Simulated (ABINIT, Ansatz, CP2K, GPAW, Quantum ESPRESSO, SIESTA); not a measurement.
**One structure in several programs: Sr (Fm-3m, 1 atom in the cell)**

Relaxation of cell and atoms.

```yaml
crystal:
  lattice:
    - [0.00000, 2.97586, 2.97586]
    - [2.97586, 0.00000, 2.97586]
    - [2.97586, 2.97586, 0.00000]
  atoms:
    - { symbol: Sr, position: [0.00000, 0.00000, 0.00000] }
```

Shared settings, as Ansatz (a first-principles code) writes them: kpoints.mp_grid.grid = 8 8 8; scf.occupations.method = fermi_dirac; scf.occupations.width = 0.0073 Ry. Potentials and cutoffs stand in the table.

```
code                                                                                                                                model  final volume (Å³/atom)       cutoff
----------------  -----------------------------------------------------------------------------------------------------------------------  ----------------------  -----------
SIESTA            GGA PBE, numerical atomic orbitals DZP, PseudoDojo PBE standard norm-conserving potentials (rewritten from UPF to PSML)                   64.43  grid 400 Ry
Quantum ESPRESSO                                                                PBE, PSlibrary ultrasoft (PBE, semicore) pseudopotentials                   54.94        45 Ry
Ansatz                                                                                                             PBE, default PAW files                   54.95      default
CP2K                                                              PBE, GPW, DZVP-MOLOPT-SR-GTH basis, GTH-PBE potentials (GTH_POTENTIALS)                   56.40  grid 500 Ry
ABINIT                                                           PBE, norm-conserving pseudopotentials (PseudoDojo nc-sr-05 PBE standard)                   55.00        68 Ry
GPAW                                                                                         PBE, GPAW PAW datasets PBE (gpaw-data 1.0.1)                   55.20       600 eV
```

The spread over the programs that give each value: final volume within 9.49 Å³/atom.

SIESTA and CP2K use small atom-centred bases, whose incompleteness enters pressures, forces and empty levels differently from a plane-wave cutoff. The programs treat the finite-basis stress differently while the cell relaxes: Ansatz adds an estimate of it, ABINIT smooths its cutoff (ecutsm).

The starting cell has typed, rounded lattice constants, without a prior relaxation at this level. Its lattice was rescaled by a random factor within 2.5 % of one.

Keys are those of Ansatz 0.2.
